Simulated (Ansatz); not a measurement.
The starting structures come from a database of crystals and need not be the phases stable at ambient conditions.

Evanescent states of La(ZnP)$_{3}$ (P6_3/mmc, not sure to be the ambient phase, 14 atoms a cell, 20.5 Å³ an atom) along the normal of (001)

The numbers are results of r2SCAN (plane waves, PAW; Ansatz, a first-principles code), not measurements.

The gap is the functional's own. No spin-orbit coupling. Mid-gap values are interpolated on the energy grid.

Energies count from the valence-band top; κ is the least over a 12×12 mesh across the current.

```json
[
 {"E (eV)": "0.03", "κ (1/Å)": "0.074", "where": "Γ"},
 {"E (eV)": "0.07", "κ (1/Å)": "0.125", "where": "Γ"},
 {"E (eV)": "0.12", "κ (1/Å)": "…", "where": "Γ"},
 {"E (eV)": "0.17", "κ (1/Å)": "…", "where": "off Γ"},
 {"E (eV)": "0.23", "κ (1/Å)": "…", "where": "off Γ"},
 {"E (eV)": "0.28", "κ (1/Å)": "…", "where": "off Γ"},
 {"E (eV)": "0.33", "κ (1/Å)": "0.081", "where": "off Γ"},
 {"E (eV)": "0.38", "κ (1/Å)": "0.035", "where": "off Γ"}
]
```

**Question.** Some entries are withheld; supply them.

**Answer.** 
- 0.12, κ (1/Å): 0.138
- 0.17, κ (1/Å): 0.130
- 0.23, κ (1/Å): 0.119
- 0.28, κ (1/Å): 0.104
